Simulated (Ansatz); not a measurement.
**C, response to strain**

The reference is C in the diamond structure (space group Fd-3m, No. 227).

```yaml
crystal:
  lattice:
    - [0.00000, 1.76587, 1.76587]
    - [1.76587, 0.00000, 1.76587]
    - [1.76587, 1.76587, 0.00000]
  atoms:
    - { symbol: C, position: [0.00000, 0.00000, 0.00000] }
    - { symbol: C, position: [0.25000, 0.25000, 0.25000] }
```

Cartesian axes are those of the cell as printed.

Strains are applied to the cell and any free atomic positions relax; under biaxial strain the out-of-plane vector relaxes too.

The values are results of plane-wave PAW DFT at the LDA level (Ansatz, a quantum-chemistry and plane-wave program, 420 eV), spin-orbit coupling left out, not measurements.

Notes on the quantities. in-plane stress: mean in-plane stress (compression positive); energy relative to the base: free energy F.

```csv
case,ratio −ε⊥/ε∥,in-plane stress,energy relative to the base
base,–,–,0 meV/atom
"biaxial strain −2.08 %, plane normal [111], relaxed out of plane",0.12,+30.2 GPa,+21 meV/atom
"biaxial strain −1.25 %, plane normal [111], relaxed out of plane",0.12,+17.5 GPa,+7.3 meV/atom
"biaxial strain −0.83 %, plane normal [111], relaxed out of plane",0.12,+11.4 GPa,+3.3 meV/atom
"biaxial strain −0.42 %, plane normal [111], relaxed out of plane",–,+5.6 GPa,+0.9 meV/atom
"biaxial strain +0.83 %, plane normal [111], relaxed out of plane",0.11,-10.6 GPa,+3.1 meV/atom
"biaxial strain +1.25 %, plane normal [111], relaxed out of plane",0.11,-15.6 GPa,+6.9 meV/atom
"biaxial strain +1.67 %, plane normal [111], relaxed out of plane",0.11,-20.5 GPa,+12 meV/atom
"biaxial strain +2.08 %, plane normal [111], relaxed out of plane",0.11,-25.0 GPa,+19 meV/atom
"biaxial strain +2.50 %, plane normal [111], relaxed out of plane",0.11,-29.5 GPa,+27 meV/atom
```

No phonon test of stability was made.
